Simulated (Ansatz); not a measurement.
Effect of uniaxial strain ε_zz = +2.79 % on SnTe

Base system: SnTe in the rock salt structure (space group Fm-3m, No. 225; a = 6.370 Å). Axes: x, y, z lie along the cube axes.

The change: uniaxial strain ε_zz = +2.79 %, all other strain components held at zero; the atoms relax in the strained cell.

Method: r2SCAN (Ansatz, a program for electronic structure; PAW; 500 eV plane waves; without spin-orbit coupling). k-mesh 9×9×9 (Γ-centred); smearing 0.05 eV (Fermi–Dirac).

- Volume per atom = 33.21 Å³ (base 32.31 Å³)
- Space group = I4/mmm (No. 139) (base Fm-3m (No. 225))
- Energy relative to the base (free energy F) = +8.8 meV/atom
- Pressure (mean of the normal stresses, compression positive) = -10.5 kbar (base 0.0 kbar)
- Band gap = 0.15 eV (base 0.13 eV)
- Gap character = direct at N
- Stress (xx, yy, zz, yz, xz, xy; compression positive) = (-0.09, -0.09, -2.96, 0.00, 0.00, 0.00) GPa

Final structure:

```xyz
2
Lattice="0.0000 3.1851 3.2740 3.1851 0.0000 3.2740 3.1851 3.1851 0.0000" Properties=species:S:1:pos:R:3 pbc="T T T"
Te     0.0000     0.0000     0.0000
Sn     3.1851     3.1851     3.2740
```

Cost of the whole job for the changed cell (relaxation, final SCF and bands): very roughly 40 core-seconds.

With Te present, leaving out spin-orbit coupling can change the band edges. Stability against distortions was not tested. A zero or small gap of SnTe can be the functional's error rather than a property of the material. Labels are those of the standard path for the cell's own space group.
